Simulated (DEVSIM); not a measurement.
Device: Schottky contact on n-type CdTe, at 300 K.

Layer 1 from the left is CdTe, thickness (μm) 7.00, Nd (cm⁻³) 1.1e15, τn (s) 3e-9, τp (s) 3e-9.

Left contact: Schottky, work function 5.47 eV, emission velocity 6.6e6 cm/s. Right contact: ohmic. Voltage is applied to the left contact. Recombination: SRH at mid-gap, Auger. Mobility is μmin + (μ − μmin)/(1 + (N/Nref)^α).

The device is made up for the run: typed textbook-type constants, with dimensions and the other settings drawn at random. Values at 300 K.

CdTe: gap (eV) 1.5, affinity (eV) 4.28, permittivity 10.2, Nc (cm⁻³) 8e17, Nv (cm⁻³) 1.8e19, μn (cm²/Vs) 1000, μp (cm²/Vs) 80, μn,min 100, μp,min 10, Nref,n 1e17, Nref,p 1e17, αn 0.6, αp 0.6, Cn (cm⁶/s) 1e-30, Cp (cm⁶/s) 1e-30.

DEVSIM, 1D drift-diffusion, Boltzmann statistics, complete ionisation; no tunnelling, impact ionisation, image-force lowering or self-heating. Metal contacts follow the ideal Schottky-Mott rule: no Fermi-level pinning, no interface dipoles.

Dark forward current:

| |V| (V) | |J| (A/cm²) |
|---|---|
| 0.05 | 2.748e-10 |
| 0.10 | 9.587e-10 |
| 0.15 | 2.783e-9 |
| 0.20 | 7.728e-9 |
| 0.25 | 2.122e-8 |
| 0.30 | 5.830e-8 |
| 0.35 | 1.619e-7 |
| 0.40 | 4.616e-7 |
| 0.45 | 1.393e-6 |
| 0.50 | 4.688e-6 |
| 0.55 | 1.871e-5 |
| 0.60 | 9.062e-5 |
| 0.65 | 0.0005110 |
| 0.70 | 0.003143 |
| 0.75 | 0.02000 |
| 0.80 | 0.1261 |
| 0.85 | 0.7247 |
| 0.90 | 3.086 |
| 0.95 | 8.324 |
| 1.00 | 15.85 |
| 1.05 | 24.74 |
| 1.10 | 34.43 |
| 1.15 | 44.64 |
| 1.20 | 55.20 |
| 1.25 | 66.03 |
| 1.30 | 77.06 |

Work out the local ideality factor n = ΔV / (kT/q · ln(J2/J1)) between the rows 0.15 and 0.20 V, 0.70 and 0.75 V, 1.25 and 1.30 V.

kT/q = 25.85 mV. From 0.15 to 0.20 V: ln(7.728e-9/2.783e-9) = 1.021, n = 1.89, near the 2 of recombination in the depletion region. From 0.70 to 0.75 V: ln(0.02000/0.003143) = 1.851, n = 1.05, near the 1 of diffusion or emission over a barrier. From 1.25 to 1.30 V: ln(77.06/66.03) = 0.154, n = 12.52; the layers' resistance at their doping, Σ W/(qμN) = 0.0042 Ω cm², would take 46 mV of this step of 50 mV.

Estimate the current at 0.75 V for emission alone, J0 = q v N_band exp(−φB/kT), and read the barrier back from the simulated current.

φB = 1.190 eV, N_band = 8.00e17 cm⁻³, J0 = 8.60e-15 A/cm²; J = J0 (exp(qV/kT) − 1) = 0.0343 A/cm². The simulation gives 0.0200 A/cm²; the estimate lies 71 % above. Read backwards, the simulated current gives an apparent barrier of 1.204 eV. The estimate leaves out transport through the depletion region and minority injection.
